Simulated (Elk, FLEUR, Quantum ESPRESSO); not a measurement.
## NaGdSe2 (R-3m, 4 atoms in the cell) computed with different codes at matched settings

Self-consistent single point, at a second geometry (lattice scaled by 0.98). First geometry:

```yaml
crystal:
  lattice:
    - [2.08535, 1.20398, 6.91235]
    - [-2.08535, 1.20398, 6.91235]
    - [0.00000, -2.40796, 6.91235]
  atoms:
    - { symbol: Na, position: [0.50000, 0.50000, 0.50000] }
    - { symbol: Gd, position: [0.00000, 0.00000, 0.00000], spin: 7.0 }
    - { symbol: Se, position: [0.74453, 0.74453, 0.74453] }
    - { symbol: Se, position: [0.25547, 0.25547, 0.25547] }
```
(The spins are starting values, not results.)

Shared settings, as Quantum ESPRESSO writes them: occupations = smearing; smearing = fermi-dirac; degauss = 0.00147 Ry; nspin = 2; K_POINTS = automatic 5 5 5 0 0 0. Potentials and cutoffs stand in the table.

```json
[
 {"code": "FLEUR", "model": "PBEsol, all-electron FLAPW (FLEUR), scalar-relativistic valence", "ΔF from the first geometry (meV/atom)": "6.3", "largest force (eV/Å)": "0.197", "gap on the mesh (eV)": "1.321", "size of the net moment (μB/atom)": "1.75", "cutoff": "Kmax 3.9 1/bohr"},
 {"code": "Elk", "model": "PBEsol, all-electron FP-LAPW, Elk's shipped species files, APW+lo basis with extra local orbitals", "ΔF from the first geometry (meV/atom)": "3.4", "largest force (eV/Å)": "–", "gap on the mesh (eV)": "1.072", "size of the net moment (μB/atom)": "1.75", "cutoff": "rgkmax 8"},
 {"code": "Quantum ESPRESSO", "model": "PBEsol, SSSP 1.1.2 efficiency (PBE) pseudopotentials", "ΔF from the first geometry (meV/atom)": "3.4", "largest force (eV/Å)": "0.147", "gap on the mesh (eV)": "1.443", "size of the net moment (μB/atom)": "1.75", "cutoff": "50 Ry"}
]
```

A dash marks a value that a program does not give, or that is left out as unsure.

Gaps are read on the mesh.

On FLEUR's run: spin-orbit coupling is off. With one magnetic atom in the cell only a parallel order is possible. With U or open f shells several self-consistent states can exist. The f electrons are in the valence without U or exact exchange, which can misplace them near the Fermi level. Spin-orbit terms, which matter for f shells, are left out.

The spread over the programs that give each value: ΔF from the first geometry within 2.9 meV/atom; largest force within 0.050 eV/Å; gap on the mesh within 0.371 eV; size of the net moment within 0.00 μB/atom.

FLEUR and Elk treat all electrons, but the usual bases taken here (sphere radii, linearisation, local orbitals, empty states) were not tested for convergence, so the values are no reference for the others.

The starting cell comes from a database of computed structures (which also holds hypothetical and non-ambient phases and stackings), without a prior relaxation at this level. For this run, on top of that: lattice scaled by 0.98.

Left out of this page: Ansatz (with a known weakness of the program).
